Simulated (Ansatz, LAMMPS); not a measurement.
**Si well of 13 atomic layers along [001] in random Si0.8Ge0.2, interfaces one step of a layer**

Cell 16.58 × 16.58 × 54.90 Å, Si630Ge90, 720 atoms. Prepared with Tersoff's 1989 multicomponent potential (SiCGe.tersoff) (LAMMPS): minimisation. 

All values below come from PBE, support functions at accuracy medium on the grid of 370 eV (norm-conserving potentials; Ansatz, a first-principles code).

Basis: localised support functions (accuracy medium) on a full density matrix. k-points: zone centre alone; occupations: Fermi-Dirac, 0.010 eV; spin polarisation not allowed. No spin-orbit coupling.

| Property | Value |
|---|---|
| Kohn-Sham gap of the cell on its k-mesh | 0.47 eV |
| weight of the highest filled level on the well | 0.29 |
| weight of the lowest empty level on the well | 0.89 |
| coordination (neighbours within 2.852 Å) | 100.0 % 4-fold |
| Ge-Ge bonds, mean ± spread | 2.464 ± 0.006 Å |
| Ge-Si bonds, mean ± spread | 2.419 ± 0.006 Å |
| Si-Si bonds, mean ± spread | 2.378 ± 0.005 Å |
| bond angles, mean ± spread | 109.5° ± 0.9° |
| pressure | -0.70 GPa |
| cost of the final run | around 70 core-minutes (rough), 15 SCF iterations, 15 GiB |
